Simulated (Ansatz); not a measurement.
# MgH$_{2}$ in the CdI2 type structure (space group P-3m1, No. 164; a hypothetical phase, not in the database extracts checked)

```cif
data_H2Mg
_chemical_formula_sum 'Mg1 H2'
_space_group_name_H-M_alt 'P 1'
_space_group_IT_number 1
_cell_length_a 2.98402
_cell_length_b 2.98402
_cell_length_c 4.11275
_cell_angle_alpha 90.000
_cell_angle_beta 90.000
_cell_angle_gamma 120.000
loop_
_space_group_symop_operation_xyz
  'x, y, z'
loop_
_atom_site_label
_atom_site_type_symbol
_atom_site_fract_x
_atom_site_fract_y
_atom_site_fract_z
_atom_site_occupancy
Mg1 Mg 0.00000 0.00000 0.00000 1
H1 H 0.33333 0.66667 0.22675 1
H2 H 0.66667 0.33333 0.77325 1
```

Computed with PBE-D3(BJ) (Ansatz, a first-principles code; PAW; 420 eV plane waves; scalar-relativistic without spin-orbit coupling). Γ-centred 13×13×8 mesh, Fermi–Dirac width 0.05 eV.

```json
{
  "volume_per_atom": "10.57 Å³",
  "density": "1.38 g/cm³",
  "band_gap": "3.75 eV, indirect, K–Γ (47 % along) → k = (0, 0.462, -3/8) in the run's primitive reciprocal basis",
  "total_energy": "-652.087 eV/atom (σ→0; compares only within this code and set-up)"
}
```

No phonon test of stability was made.
